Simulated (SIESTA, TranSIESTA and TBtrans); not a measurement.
**Ir chain with one bond stretched by 0.6 Å**

Device: Ir chain with one bond stretched by 0.6 Å. Leads: straight Ir chain, spacing 2.3 Å. Geometry: as built, not relaxed.

Computed with TranSIESTA and TBtrans, PBE, DZP numerical orbitals (energy shift 0.15 eV), PseudoDojo norm-conserving scalar-relativistic potentials, mesh cutoff 200 Ry, 300 K, spin-polarised (collinear), no spin-orbit coupling; self-consistent non-equilibrium Green functions.

| Quantity | Result |
|---|---|
| Conductance at 300 K (G0 = 2e²/h) | 2.59 |
| Thermopower (μV/K) | -5.8 |
| Mean T from −0.5 to 0.5 eV | 2.36 |
| Spin polarisation of the conductance, (up − down)/(up + down) | -0.20 |

Energies count from the leads' Fermi level. Transmissions are for each spin. The energy step is 0.01 eV; narrower resonances are cut or missed.

```
E (eV)  T up  T down  lead channels up       down
------  ----  ------  ----------------  ---------
-1.95   1.69    1.23                 4          4
-1.80   1.72    1.26                 4          4
-1.65   3.09    1.32         band edge          4
-1.50   1.92    1.39                 6          4
-1.35   2.02    1.47                 6          4
-1.20   2.30    1.54                 6          4
-1.05   3.03    1.66                 6  band edge
-0.90   2.72    1.75                 6          6
-0.75   2.39    1.85                 6          6
-0.60   2.36    1.97                 6          6
-0.45   2.32    2.11                 6          6
-0.30   2.25    2.27                 4          6
-0.15   2.16    2.50                 4          6
0.00    2.07    3.12                 4          6
0.15    1.97    3.38                 4          6
0.30    1.90    2.51                 4          4
0.45    1.83    2.61                 4          4
0.60    1.76    2.67                 4          4
0.75    1.69    2.64                 3          4
0.90    1.65    2.51                 3          4
1.05    1.62    2.29                 3          4
1.20    1.57    2.09                 3          3
1.35    1.51    2.03                 3          3
1.50    1.37    1.94                 3          3
1.65    1.04    1.83                 3          3
1.80    1.00    1.65                 1          3
1.95    1.00    1.32                 1          3
```

The magnetic order of the leads was set by the start, and no other order was tried; the separate lead runs end at 0.77 (left) and 0.77 (right) μB an atom. The straight chain is held at its spacing; free chains may zigzag or dimerise. Spin-orbit coupling, left out here, matters for the heavy atoms.
